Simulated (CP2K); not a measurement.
Worked example: self-consistent single point of Ir (Fm-3m, 1 atom in the cell) in CP2K.

Level of theory: PBE, GPW, DZVP-MOLOPT-SR-GTH basis, GTH-PBE potentials (GTH_POTENTIALS) in CP2K 2026.2.

```
Ir
1.0
    2.78673     0.00000     0.00000
    1.39336     2.41338     0.00000
    1.39336     0.80446     2.27535
Ir
1
Cartesian
  0.00000   0.00000   0.00000
```

Reference input (self-consistent single point, DFT PBE, GPW, DZVP-MOLOPT-SR-GTH basis, GTH-PBE potentials (GTH_POTENTIALS)): CUTOFF = 500 Ry; REL_CUTOFF = 40 Ry; SMEAR/METHOD = FERMI_DIRAC; ELECTRONIC_TEMPERATURE = 580.23 K; KPOINTS/SCHEME = MONKHORST-PACK 12 12 12; GAMMA_CENTERED = T; XC_FUNCTIONAL = PBE; Ir/BASIS_SET = DZVP-MOLOPT-SR-GTH-q17; Ir/POTENTIAL = GTH-PBE-q17; METHOD = GPW; EPS_DEFAULT = 1e-10; NGRIDS = 5. This run's input differs from it in these lines:

```diff
@@ -39,4 +39,3 @@
     &KPOINTS
-      SCHEME MONKHORST-PACK 12 12 12
-      GAMMA_CENTERED T
+      SCHEME MONKHORST-PACK 7 7 7
     &END KPOINTS
```

Output, abridged:

```
 SCF WAVEFUNCTION OPTIMIZATION

  Step     Update method      Time    Convergence         Total energy    Change
     1 NoMix/Diag. 0.30E+00      -     1.04888970      -105.8614003973 -1.06E+02
     2 Broy./Diag. 0.30E+00      -     0.02864096      -105.8066312407  5.48E-02
     3 Broy./Diag. 0.30E+00      -     0.02665952      -105.5660304108  2.41E-01
     4 Broy./Diag. 0.30E+00      -     0.00451323      -105.4615399387  1.04E-01
     5 Broy./Diag. 0.30E+00      -     0.00006794      -105.4772305622 -1.57E-02
     6 Broy./Diag. 0.30E+00      -     0.00004798      -105.4773451201 -1.15E-04
     7 Broy./Diag. 0.30E+00      -     0.00000264      -105.4773720135 -2.69E-05
     8 Broy./Diag. 0.30E+00      -     0.00000092      -105.4773689430  3.07E-06
  *** SCF run converged in     8 steps ***

  Overlap energy of the core charge distribution:               0.00000000009375
  Self energy of the core charge distribution:               -159.85371533853095
  Core Hamiltonian energy:                                     35.21492595574329
  Hartree energy:                                              29.74779467995801
  Exchange-correlation energy:                                -10.58620446916497
  Electronic entropic energy:                                  -0.00016977104155
  Fermi energy:                                                 0.60475399505029

  Total energy:                                              -105.47736894302842
  Total energy (extrapolated to T->0):                       -105.47728405750765

                     Mulliken Population Analysis

   [... lines left out ...]

 STRESS| Analytical stress tensor [bar]
 STRESS|                        x                   y                   z
 STRESS|      x       -1.90473044309E+05  -2.90404177884E+01  -2.05347159940E+01
 STRESS|      y       -2.90404177884E+01  -1.90439093464E+05  -1.18991851783E+01
 STRESS|      z       -2.05347159940E+01  -1.18991851783E+01  -1.90431351330E+05
 STRESS| 1/3 Trace                                            -1.90447829701E+05
```

The run converged in 8 iterations. Against the reference run the free energy goes down by 52.3 meV/atom and the pressure goes from -18.50 to -19.04 GPa.

The starting cell comes from a database of computed structures (which also holds hypothetical and non-ambient phases and stackings), without a prior relaxation at this level. Its lattice was rescaled by a random factor within 2.5 % of one. Spin polarisation is off. Values carry the incompleteness of an atom-centred basis. With a pressure of about -19 GPa the cell is away from its equilibrium volume at this level.
